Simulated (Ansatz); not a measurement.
Results of HSE06 (Ansatz, a program for electronic structure, plane waves, PAW) for GaAs (model structure, started from the BN type, Pm-3n, No. 223, 12 atoms in the cell).

Settings: plane-wave cutoff 460 eV, 4×4×4 k mesh, Fermi–Dirac smearing 0.01 eV, scalar-relativistic PAW data made under PBE.

Cell (relaxed with PBEsol):

```
GaAs
1.0
    6.98365     0.00000     0.00000
    0.00000     6.98365     0.00000
    0.00000     0.00000     6.98365
Ga As
6 6
Direct
  0.25000   0.00000   0.50000
  0.50000   0.25000   0.00000
  0.50000   0.75000   0.00000
  0.75000   0.00000   0.50000
  0.00000   0.50000   0.75000
  0.00000   0.50000   0.25000
  0.25000   0.50000   0.00000
  0.00000   0.25000   0.50000
  0.00000   0.75000   0.50000
  0.75000   0.50000   0.00000
  0.50000   0.00000   0.75000
  0.50000   0.00000   0.25000
```

### Question
Give the computed band gap.

### Answer

- band gap: 1.20 eV (on the SCF k mesh) (direct)

Note: the relaxation could raise the start's symmetry but not lower it, so the cell can be a saddle point; cell and atoms aren't relaxed at this level (pressure 0.5 GPa).

Spin–orbit coupling is not included.

Computed values are for the static lattice.

Computing time: very roughly 19 core-minutes.

A model structure was made by putting elements into a prototype or built by hand; it is no filed structure, need not be a known phase, and can be a saddle point held by its symmetry.
